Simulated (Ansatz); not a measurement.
MgO under load (space group I4/mmm), r2SCAN, rigid bands (Ansatz, a first-principles code). Condition of this run: biaxial stress in (001) of 3 GPa (compression positive) (the target of the relaxation). Band gap 5.72 eV, N_c = 5.81e18 cm⁻³ and N_v = 1.47e20 cm⁻³ at 300 K, conductivity masses along y (a = (0.00, 2.09, 2.12) Å; b = (2.09, 0.00, 2.12) Å; c = (2.09, 2.09, 0.00) Å) of 0.379 mₑ (electrons) and 2.22 mₑ (holes). Take k_BT = 0.02585 eV.

Question: What thermal injection velocity √(2k_BT/πm) limits a ballistic channel along the direction named?

Answer: 8.74e6 cm/s for electrons and 3.61e6 cm/s for holes, a ratio of √(m_h/m_e) = 2.42, for dilute carriers.

Question: Find the intrinsic carrier density and the intrinsic Fermi level.

Answer: n_i = √(N_c N_v) exp(−E_g/2k_BT) = 2.92e19 × exp(−110.63) = 2.6e-29 cm⁻³. The level lies (k_BT/2) ln(N_v/N_c) = 42 meV from mid-gap (positive towards the conduction band). Each 0.1 eV added to the gap lowers n_i by a factor of 6.9.

Question: A film of it is 2 nm thick, with its normal along the direction named. Estimate the confinement energies in an infinite well.

Answer: ħ²π²/(2m t²) = 0.376 eV·nm²/(m/mₑ × t²) gives 248 meV for electrons and 42.3 meV for holes, so the gap would widen to about 6.01 eV. Finite barriers and nonparabolic bands lower this, and with several valleys or bands the heaviest mass along the normal sets the lowest level, not this average.

Rigid bands with the computed gap; masses take one relaxation time for all states. Spin-orbit coupling is left out. Geometry: cell and atoms relaxed with PBEsol.
